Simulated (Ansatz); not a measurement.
# GaSb (model structure, started from the CsCl type, Pm-3m, No. 221, 2 atoms in the cell): properties by level of theory

```tsv
level (code)	lattice parameter a (Å)	enthalpy of formation (eV/atom)
PBE (Ansatz)	3.609	0.132
PBEsol (Ansatz)	?	0.110
PBE-D3(BJ) (Ansatz)	?	?
r²SCAN (Ansatz)	3.579	?
```

Task: Some entries are withheld; supply them.

Result: 
- PBEsol (Ansatz, an electronic-structure program), lattice parameter a (Å): 3.538
- PBE-D3(BJ) (Ansatz), lattice parameter a (Å): 3.543
- PBE-D3(BJ) (Ansatz), enthalpy of formation (eV/atom): 0.097
- r²SCAN (Ansatz), enthalpy of formation (eV/atom): 0.268

Ansatz's density-functional and Hartree–Fock values are scalar-relativistic unless marked +SOC, with PAW data made under PBE.

A model structure was made by putting elements into a prototype or built by hand; it is no filed structure, need not be a known phase, and can be a saddle point held by its symmetry.
